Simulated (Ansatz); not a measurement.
As, pressure series

The reference is As in the A7 type structure (space group R-3m, No. 166; a = 3.745 Å, c = 9.754 Å (hexagonal axes); layered).

Cell and atoms are relaxed at each pressure.

Level of theory: PBEsol-D3(BJ)/PAW in Ansatz (an electronic-structure program), scalar-relativistic without spin-orbit coupling.

| P (GPa) | V (Å³/atom) |
|---|---|
| -2.00 | 20.446 |
| -1.01 | 20.073 |
| 0.31 | 19.659 |
| 0.71 | 19.542 |
| 1.50 | 19.320 |
| 3.00 | 18.943 |
| 5.00 | 18.500 |
| 7.50 | 18.018 |
| 10.01 | 17.589 |

### Question
Fit a third-order Birch–Murnaghan equation of state.

### Answer
Least squares on P(V) = (3B₀/2)[(V₀/V)^(7/3) − (V₀/V)^(5/3)]·[1 + (3/4)(B₀′ − 4)((V₀/V)^(2/3) − 1)] gives V₀ = 19.75 Å³/atom, B₀ = 64 GPa and B₀′ = 5.1.

Load acts through the strain it causes; cell and atoms are relaxed under it. Whether these cells are dynamically stable was not tested. Competing high-pressure phases were not computed.
